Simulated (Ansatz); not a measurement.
System: LaC2 (I4/mmm, No. 139). Method: r²SCAN (PAW; Ansatz, a quantum-chemistry and plane-wave program).

Numerical settings: plane-wave cutoff 560 eV, 20×20×20 k mesh, Fermi–Dirac smearing 0.05 eV, scalar-relativistic PAW data made under PBE.

Cell (relaxed at this level):

```
CELL_PARAMETERS angstrom
     -1.97696     1.97696     3.28748
      1.97696    -1.97696     3.28748
      1.97696     1.97696    -3.28748
ATOMIC_POSITIONS crystal
  La 0.00000 0.00000 0.00000
  C  0.40214 0.40214 0.00000
  C  0.59786 0.59786 0.00000
```

Q: Predict the bulk modulus B0.

A: 
- bulk modulus B0 = 93.1 GPa

The run finds no gap.

Note: the bulk modulus is −V dP/dV from two relaxed cells at ±2 % in volume.

Spin–orbit coupling is not included; it can open a gap where bands touch, and shift volumes and moduli.

Computed values are for the static lattice.

It cost around 5 core-minutes (rough) of CPU time.
